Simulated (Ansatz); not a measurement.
Base system: K in the bcc (W type) structure (space group Im-3m, No. 229; a = 5.347 Å).

Method: r2SCAN (Ansatz, a program for electronic structure), no spin-orbit coupling.

Base values:

| Quantity | Value |
|---|---|
| Volume per atom | 76.43 Å³ |

Modification: full substitution K → Rb; the structure is relaxed again.

**Question.** How does this affect the volume per atom?

**Answer.** The volume per atom goes up by 18.28 Å³ to 94.71 Å³.

Stability against distortions was not tested.
